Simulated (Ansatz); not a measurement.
**BeTe (model structure, started from the WC type, P-6m2, No. 187, 2 atoms in the cell): properties by level of theory**

```json
[
 {"level (code)": "PBE (Ansatz)", "lattice parameter a (Å)": "3.721", "lattice parameter c (Å)": "3.358"},
 {"level (code)": "PBE-D3(BJ) (Ansatz)", "lattice parameter a (Å)": "[?]", "lattice parameter c (Å)": "3.326"},
 {"level (code)": "r²SCAN (Ansatz)", "lattice parameter a (Å)": "3.741", "lattice parameter c (Å)": "[?]"}
]
```

**Question.** Fill in the missing entries.

**Answer.** 
- PBE-D3(BJ) (Ansatz, an electronic-structure program), lattice parameter a (Å): 3.638
- r²SCAN (Ansatz), lattice parameter c (Å): 3.351

Ansatz's density-functional and Hartree–Fock values are scalar-relativistic unless marked +SOC, with PAW data made under PBE.

Computed values are for the static lattice.

A model structure was made by putting elements into a prototype or built by hand; it is no filed structure, need not be a known phase, and can be a saddle point held by its symmetry.
